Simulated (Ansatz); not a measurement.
For Ge2Sb2Te5 (Cm, No. 8, 9 atoms in the cell; start mp-1224407), PBE-D3(BJ) in Ansatz (plane waves, PAW) gives:

```
Item                   Result
---------------  ------------
cohesive energy  3.24 eV/atom
band gap              0.03 eV
```

Q: What does r²SCAN+rVV10 (PAW; Ansatz, a quantum-chemistry and plane-wave program) give for the same quantities?

A: 
- cohesive energy: 2.96 eV/atom (falls by 0.28 eV/atom)
- band gap: 0.23 eV (goes up by 0.20 eV)

Changes are worked out from the printed values.

Unless a cell is named, each level is at its own relaxed cell (PBE-D3(BJ) 30.11, r²SCAN+rVV10 30.92 Å³/atom).

Levels without +SOC leave out spin–orbit coupling, which shifts energies and cells of such heavy elements.

Spin–orbit coupling is included only where a level's name says +SOC; with heavier elements it mostly lowers gaps and can invert bands. Density-functional gaps are differences of (generalised) Kohn–Sham levels.

Caveats: a distance lies near a switch of the dispersion term, which can move the cell (PBE-D3(BJ)); the relaxation could not lower the start's symmetry, so the cell can be a saddle point above a distorted one (PBE-D3(BJ), r²SCAN+rVV10). Ansatz's density-functional and Hartree–Fock values are scalar-relativistic unless marked +SOC, with PAW data made under PBE.

A start named mp-… is a Materials Project structure, which need not be a measured phase.
